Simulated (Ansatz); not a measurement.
# TiZnO3 (P-1, No. 2, 10 atoms in the cell; start mp-635713)

Computed with PBEsol in Ansatz (PAW).

Run with plane-wave cutoff 520 eV, 8×8×8 k mesh, Fermi–Dirac smearing 0.01 eV, no spin polarisation, scalar-relativistic PAW data made under PBE.

Cell (relaxed at this level):

TiZnO3 is modelled in the triclinic space group P-1 (No. 2), Pearson symbol aP10. Lattice parameters: a = 5.4402 Å, b = 5.4786 Å, c = 5.7283 Å, α = 65.37°, β = 68.09°, γ = 70.54°. Ti on 2i has 2 O at 1.762–1.836 Å and 3 O at 1.962–1.986 Å. Zn on 2i is coordinated by 3 O at 1.902–2.029 Å and 2 O at 2.183–2.187 Å. O1 on 2i is coordinated by 1 Ti at 1.762 Å and 1 Zn at 1.902 Å and 1 Zn at 2.187 Å (trigonal pyramidal). O2 on 2i is coordinated by 1 Ti at 1.836 Å and 1 Ti at 1.984 Å and 1 Zn at 1.957 Å. O3 on 2i has 2 Ti at 1.962–1.986 Å and 1 Zn at 2.029 Å and 1 Zn at 2.183 Å. (Neighbours: up to the widest gap in distance over summed covalent radii, below 1.35, at either atom; cation-cation and far metal-metal contacts left out.)

```json
{
 "band_gap": "3.24 eV (on the SCF k mesh)",
 "direct gap at Γ": "3.31 eV"
}
```

Note: the relaxation could not lower the start's symmetry, so the cell can be a saddle point above a distorted one.

A start named mp-… is a Materials Project structure, which need not be a measured phase.

Ansatz is an electronic-structure program.
